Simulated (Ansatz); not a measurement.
## Carrier doping in ScF3

Base system: ScF₃ in the ReO3 type structure (space group Pm-3m, No. 221; a = 4.020 Å).

Carriers are added at fixed cell with a uniform background; the Fermi–Dirac width is that of 300 K.

All numbers come from PBEsol (Ansatz, a quantum-chemistry and plane-wave program), spin-orbit coupling left out.

Notes on the quantities. Fermi level from band edge: Fermi level relative to the doped band's edge (positive inside the band; to 0.05 eV).

```json
[
 {"change": "undoped", "Fermi level from band edge": "–", "gap between the host's bands": "6.26 eV"},
 {"change": "electrons 2.0×10^21 cm⁻³", "Fermi level from band edge": "+0.10 eV", "gap between the host's bands": "6.59 eV"},
 {"change": "electrons 5.0×10^21 cm⁻³", "Fermi level from band edge": "+0.15 eV", "gap between the host's bands": "7.08 eV"},
 {"change": "electrons 7.0×10^21 cm⁻³", "Fermi level from band edge": "+0.20 eV", "gap between the host's bands": "7.37 eV"},
 {"change": "holes 2.0×10^21 cm⁻³", "Fermi level from band edge": "0.00 eV", "gap between the host's bands": "6.37 eV"},
 {"change": "holes 5.0×10^21 cm⁻³", "Fermi level from band edge": "+0.05 eV", "gap between the host's bands": "6.54 eV"},
 {"change": "holes 7.0×10^21 cm⁻³", "Fermi level from band edge": "+0.10 eV", "gap between the host's bands": "[?]"}
]
```

Task: What belongs in the blanks?

Result: 
- holes 7.0×10^21 cm⁻³, gap between the host's bands: 6.65 eV

Carriers are added with a uniform compensating background; total energy and stress of such cells depend on the potential's zero and are not compared; many-body gap narrowing is missing at this level. Whether these cells are dynamically stable was not tested. The base started in R32 and relaxed to Pm-3m at this level. All final runs are without spin polarisation.
